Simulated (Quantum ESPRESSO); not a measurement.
**Equation of state of hcp Y (space group 194): energy against volume (Quantum ESPRESSO, PBEsol)**

```yaml
crystal:
  lattice:
    - [3.54402, 0.00000, 0.00000]
    - [-1.77201, 3.06921, 0.00000]
    - [0.00000, 0.00000, 5.56363]
  atoms:
    - { symbol: Y, position: [0.66667, 0.33333, 0.75000] }
    - { symbol: Y, position: [0.33333, 0.66667, 0.25000] }
```

Level of theory: PBEsol, GBRV 1.5 ultrasoft (PBESOL) pseudopotentials (plane waves; Quantum ESPRESSO). Settings: ecutwfc = 52 Ry; ecutrho = 416 Ry; occupations = smearing; smearing = fermi-dirac; degauss = 0.0036749 Ry; potentials = {Y: y_pbesol_v1.4.uspp.F.UPF}; K_POINTS = automatic 19 19 10 0 0 0; conv_thr = 1e-10 Ry. The cell above is the first row's. The rows scale it uniformly. In all rows fractional positions and the k mesh are held. E is the free energy at the stated smearing, counted from the lowest row.

| V (Å^3/atom) | E (meV/atom) |
|---|---|
| 30.259 | ? |
| 30.917 | 0.44 |
| 31.574 | 0.00 |
| 32.232 | 3.09 |
| 32.890 | 9.46 |
| 33.548 | 18.84 |
| 34.206 | 31.00 |
| 34.863 | 45.71 |
| 35.521 | 62.77 |

**Question.** Using the third-order Birch-Murnaghan form, a cubic in V^(-2/3), estimate the missing E at V = 30.259 from the other rows, showing the fit.

**Answer.** With u = V^(-2/3) - 0.0969, the rows have u = 0.0046161, 0.0032030, 0.0018359, 0.0005146, -0.0007634, -0.0020002, -0.0031963, -0.0043571. Least squares gives E = 12.853 - 7096.3·u + 978549·u² - 5135441·u³. Residuals (row less fit): -0.002, 0.006, -0.001, 0.000, -0.003, -0.003, 0.010, -0.004; standard error 0.007 (degrees of freedom: 4). Its minimum lies at u = 0.0037358, so V0 = (0.1006358)^(-3/2) = 31.32. There d²E/du² = 1842000 and d³E/du³ = -3.081e7, so B0 = (4/9) × 31.32^(-7/3) × 1842000 × 0.160218 = 42.4 GPa (the last factor turns the table's units into GPa), and B0' = 4 + (2/3) × 0.1006358 × (-3.081e7)/1842000 = 2.9. The program's pressures in the fitted runs (not shown) pass through zero at V = 31.31, 0.05 % from this V0. At the withheld row, u = 0.0060825, so E = 12.853 - 7096.3 × 0.0060825 + 978549 × 0.0060825² - 5135441 × 0.0060825³ = 4.737 meV/atom. The calculation gives 4.69 meV/atom, 0.047 meV/atom below the prediction (0.1 % of the range of E in the table). The row lies outside the fitted rows, so this is an extrapolation. From the scatter of the fitted rows alone, a prediction at this place has a standard error of 0.020 meV/atom, so the miss is 2.4 times that.

Carrying the step between the two nearest rows on in a straight line would have given 0.88, off by 3.81; series whose last step already gives the withheld value aren't shown. The scan was laid around a cell of about the measured size, scaled by a guess for this functional; axis ratios and inner coordinates come from that cell. The runs keep the symmetry of the cell, so they don't test it for distortions. The shape of the cell and the inner coordinates aren't relaxed, so V0 and B0 belong to this uniform scaling; a relaxed crystal lies no higher in energy and is usually softer. Cutoffs and mesh are single choices, not tested for convergence of this quantity. Series with a scatter that would blur these digits, or in which a gap closes, are not shown. Nor are scans whose minimum lies at an end fitted in this form.
